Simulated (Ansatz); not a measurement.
The reference is P in the black-P type structure (space group Cmce, No. 64; a = 3.3022 Å, b = 10.6909 Å, c = 4.4666 Å; layered, stacked along the Cartesian y axis). Axes: x, y, z lie along a, b, c of the conventional cell.

Calculations: r2SCAN+rVV10 (Ansatz, an electronic-structure program), no spin-orbit coupling, earlier PAW set.

Base values:

- Pressure: 0.0 GPa
- Shortest interatomic distance: 2.213 Å
- Band gap: zero

It is then changed as follows: biaxial strain −0.56 %, plane normal [001], relaxed out of plane (Cartesian); in-plane vectors clamped, the third vector and the atoms free.

### Question
What does the calculation give for the pressure after the change?

### Answer
The pressure (mean of the normal stresses, compression positive) goes from zero to 0.5 GPa.

### Question
Estimate the effect on the shortest interatomic distance.

### Answer
The shortest interatomic distance decreases by 0.005 Å to 2.208 Å.

### Question
Estimate the effect on the band gap.

### Answer
The band gap is still zero.

Whether these cells are dynamically stable was not tested. Gaps under 0.05 eV, about the width of the smearing, are given as zero. The zero or small gap of P can change with the level of theory.
